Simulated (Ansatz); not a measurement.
Consider Bi2Se3 in the Bi2Te3 type structure (space group R-3m, No. 166; a = 4.0814 Å, c = 27.6656 Å (hexagonal axes)).

Now apply this change: a hydrostatic pressure of 0.3 GPa.

Levels (all Ansatz, a program for electronic structure, PAW): PBEsol-D3(BJ) (420 eV, no spin-orbit coupling); r2SCAN (500 eV, no spin-orbit coupling); HSE06 (420 eV, without spin-orbit coupling).

At the geometry relaxed with PBEsol-D3(BJ), these levels gave the following band gaps, in shuffled order: (a) 0.41 eV, (b) 0.29 eV, (c) zero.

### Question
Match each gap to its level.

### Answer
(a) HSE06; (b) r2SCAN; (c) PBEsol-D3(BJ).

Single points use the geometry relaxed with PBEsol-D3(BJ). HSE06 gaps are upper bounds (no full band path). With Bi present, leaving out spin-orbit coupling can change the band edges. Load acts through the strain it causes; cell and atoms are relaxed under it. Whether these cells are dynamically stable was not tested. The final runs are not spin-polarised. Gaps under 0.05 eV, about the width of the smearing, are given as zero. The zero or small gap of Bi2Se3 can change with the level of theory.
